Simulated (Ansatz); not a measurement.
Structures of equal composition on the (100) surface of germanium: 1 pair of surface atoms bonded, Si on one of 2 surface atoms, H on every dangling bond; 1 pair of surface atoms bonded, Si on one of 2 atoms of the third shell, H on every dangling bond; 1 pair of surface atoms bonded, Si on one of 2 atoms under the surface, H on every dangling bond. The slabs share one bottom face, and each structure is named by its start. These are constructed structures in small cells; real faces may alloy, dewet or reconstruct in larger ones, and not all known structures of the face are among them. Slabs of about 17 Å with all that they carry, Fermi-Dirac smearing of 0.025 eV. Bottom of the slabs: built like the top, H on every dangling bond, free. Relaxed from the named starts with such symmetry as they have, on meshes of like density; energies extrapolated to zero smearing; no spin-orbit coupling, no U. Spin-polarised runs, if any, are marked in brackets, and their order is one that fits the cell; the others ran without spin. Where a second, spin-polarised start was run, the lower counts.

Computed with PBE (plane waves to 420 eV, PAW; Ansatz, a first-principles code).

Problem. Order them by energy per 1x1 cell (lowest first) at the level PBE.

Solution. 1 pair of surface atoms bonded, Si on one of 2 surface atoms, H on every dangling bond (0.000 eV), 1 pair of surface atoms bonded, Si on one of 2 atoms under the surface, H on every dangling bond (0.067 eV), 1 pair of surface atoms bonded, Si on one of 2 atoms of the third shell, H on every dangling bond (0.096 eV)
